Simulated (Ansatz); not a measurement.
The reference is BiSb in the CsCl type structure (space group Pm-3m, No. 221; a hypothetical phase, not in the database extracts checked; relaxed with 0.1 eV smearing).

```
BiSb
1.0
    3.89444     0.00000     0.00000
    0.00000     3.89444     0.00000
    0.00000     0.00000     3.89444
Bi Sb
1 1
Cartesian
  0.00000   0.00000   0.00000
  1.94722   1.94722   1.94722
```

Cartesian axes are those of the cell as printed.

Method: PBE/PAW in Ansatz (an electronic-structure program), no SOC.

The change: uniaxial strain ε_xx = −1.14 %, all other strain components held at zero; the atoms relax in the strained cell.

**Question.** Predict the stress tensor and what it implies for the stiffness.

**Answer.** Stress of the strained cell less that of the base (GPa, compression positive):
```
    0.8     0.0     0.0
    0.0     0.6     0.0
    0.0     0.0     0.6
```

Then −Δσ_ii/ε with ε = -0.0114 gives relaxed-ion elastic constants: C11 ≈ 70 GPa, C12 ≈ 51 GPa and C13 ≈ 51 GPa.

No phonon test of stability was made. All final runs are without spin polarisation.
